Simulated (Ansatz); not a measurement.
Input:

```xyz
2
Lattice="3.7854 0.0000 0.0000 1.8927 3.2783 0.0000 1.8927 -1.0928 3.1661" Properties=species:S:1:pos:R:3 pbc="T T T"
Si     0.0000     0.0000     0.0099
Si     3.7854     0.0000     2.3646
```

No spin polarisation.

Calculations: r2SCAN (Ansatz, an electronic-structure program), no spin-orbit coupling. Settings: 10×10×10 k-points, 0.05 eV Fermi–Dirac smearing.

Task: Predict the gap character and pressure.

Result: 
- Gap character: indirect, Γ → F–Γ (13 % along)
- Pressure (mean of the normal stresses, compression positive): 27.0 kbar

The cells carry an imposed strain or load. No phonon test of stability was made. The cell was made from Si in the diamond structure (space group Fd-3m, No. 227) by this change: biaxial strain −1.67 %, plane normal [111], relaxed out of plane.
